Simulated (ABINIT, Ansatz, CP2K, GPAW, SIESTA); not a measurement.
**Code comparison for Rb3Ba (Fm-3m, 4 atoms in the cell)**

Self-consistent single point.

```yaml
crystal:
  lattice:
    - [0.00000, 5.46259, 5.46259]
    - [5.46259, 0.00000, 5.46259]
    - [5.46259, 5.46259, 0.00000]
  atoms:
    - { symbol: Rb, position: [0.25000, 0.25000, 0.25000] }
    - { symbol: Rb, position: [0.75000, 0.75000, 0.75000] }
    - { symbol: Rb, position: [0.50000, 0.50000, 0.50000] }
    - { symbol: Ba, position: [0.00000, 0.00000, 0.00000] }
```

Shared settings, as Ansatz (an electronic-structure program) writes them: kpoints.mp_grid.grid = 4 4 4; scf.occupations.method = fermi_dirac; scf.occupations.width = 0.05 eV. Potentials and cutoffs stand in the table.

| code | model | pressure (GPa) | cutoff |
|---|---|---|---|
| CP2K | LDA (Pade form), GPW, DZVP-MOLOPT-PBE-GTH basis, GTH-PBE potentials (POTENTIAL_UZH) | -0.29 | grid 500 Ry |
| GPAW | LDA (Perdew-Wang 92), GPAW PAW datasets LDA (gpaw-data 1.0.1) | -0.48 | 600 eV |
| ABINIT | LDA (PW92), norm-conserving pseudopotentials (PseudoDojo nc-sr-04 LDA standard) | -0.48 | 28 Ha |
| Ansatz | LDA (PW92), PAW files made with PBE | -0.48 | 420 eV |
| SIESTA | LDA PW92, numerical atomic orbitals DZP, PseudoDojo LDA standard norm-conserving potentials (rewritten from UPF to PSML) | 0.10 | grid 300 Ry |

The spread over the programs that give each value: pressure within 0.58 GPa.

CP2K and SIESTA use small atom-centred bases, whose incompleteness enters pressures, forces and empty levels differently from a plane-wave cutoff. Ansatz's pressure is given at a fixed set of plane waves, as the other plane-wave codes print theirs.

The starting cell comes from a database of computed structures (which also holds hypothetical and non-ambient phases and stackings), without a prior relaxation at this level. Its lattice was rescaled by a random factor within 2.5 % of one.

Left out of this page: FLEUR (not drawn, or without a comparable value).

Keys are those of Ansatz 0.2.
